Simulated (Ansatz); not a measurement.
The parent structure is BaTiO₃ in the cubic perovskite structure (space group Pm-3m, No. 221; a = 3.994 Å).

The values are results of r2SCAN, PAW, 500 eV (Ansatz, a quantum-chemistry and plane-wave program; no spin-orbit coupling), earlier PAW set, not measurements.

For the base:

- Volume per atom = 12.75 Å³

One thing is altered: full substitution Ti → Sc; the structure is relaxed again.

**Question.** How does this affect the volume per atom?

**Answer.** The volume per atom rises by 1.85 Å³ (12.75 Å³ → 14.60 Å³).

The magnetic state is the one reached from the starting moments; the real material's order can differ, and small cells can't hold many antiferromagnetic ones. Stability against distortions was not tested. For BaScO3 in this form, whether it has been made was not checked. Spin-polarised in the final run: BaScO3; the other runs are not. Many cubic perovskites are stable only at high temperature; tilts and polar distortions were not tested. This is not the structure that BaTiO3 has at room temperature and ambient pressure.
